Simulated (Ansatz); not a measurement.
Ta2O5 (within 0.1 Å of C2/m, No. 12, 7 atoms in the cell; start mp-1179062), treated with HSE06 (Ansatz, a first-principles code, PAW).

Settings: plane-wave cutoff 460 eV, 6×6×6 k mesh, Fermi–Dirac smearing 0.01 eV, scalar-relativistic PAW data made under PBE.

Cell (relaxed with PBEsol):

Space group C2/m (No. 12); a = 8.5583 Å, b = 6.7021 Å, c = 5.8200 Å, α = γ = 90.00°, β = 131.30°

| atom | site | symmetry | x | y | z |
|---|---|---|---|---|---|
| Ta | 4i | m | 0.2191 | 0.0000 | 0.1194 |
| O | 2d | 2/m | 0.0000 | 0.5000 | 0.5000 |
| O | 4e | -1 | 0.2500 | 0.2500 | 0.0000 |
| O | 4i | m | 0.0903 | 0.0000 | 0.2787 |
(The calculation used a cell of 7 atoms; values per cell refer to that cell.)

Estimate the band gap, smallest direct gap on the k points sampled and Γ–Γ gap that the calculation returns.


* **band gap**: 4.75 eV (on the SCF k mesh)
* **smallest direct gap on the k points sampled**: 4.91 eV
* **Γ–Γ gap**: 5.10 eV

Note: cell and atoms aren't relaxed at this level (largest force component 0.24 eV/Å, pressure -0.8 GPa).

Spin–orbit coupling is not included.

A start named mp-… is a Materials Project structure, which need not be a measured phase.
